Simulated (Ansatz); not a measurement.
We consider Be (model structure, started from the diamond type, Fd-3m, No. 227, 2 atoms in the cell), described by LDA (plane waves, PAW; Ansatz, a program for electronic structure).

Numerical settings: plane-wave cutoff 520 eV, 22×22×22 k mesh, Fermi–Dirac smearing 0.05 eV, scalar-relativistic PAW data made under PBE.

Cell (relaxed at this level):

Be has the cubic space group Fd-3m, origin choice 1 (No. 227), the diamond structure, Pearson symbol cF8. Conventional cell: a = b = c = 4.8250 Å, α = β = γ = 90.00°. Be on 8b is coordinated by 4 Be at 2.089 Å (tetrahedral). (Neighbours: up to the widest gap in distance over summed covalent radii, below 1.35, at either atom.)
(The calculation used a cell of 2 atoms; values per cell refer to that cell.)

Problem. Predict the bulk modulus B0.

Solution. 
* **bulk modulus B0**: 47.5 GPa

The run finds no gap.

Note: the bulk modulus is −V dP/dV from two relaxed cells at ±2 % in volume; the relaxation could raise the start's symmetry but not lower it, so the cell can be a saddle point.

Computing time: about 30 core-seconds (a rough figure).

A model structure was made by putting elements into a prototype or built by hand; it is no filed structure, need not be a known phase, and can be a saddle point held by its symmetry.
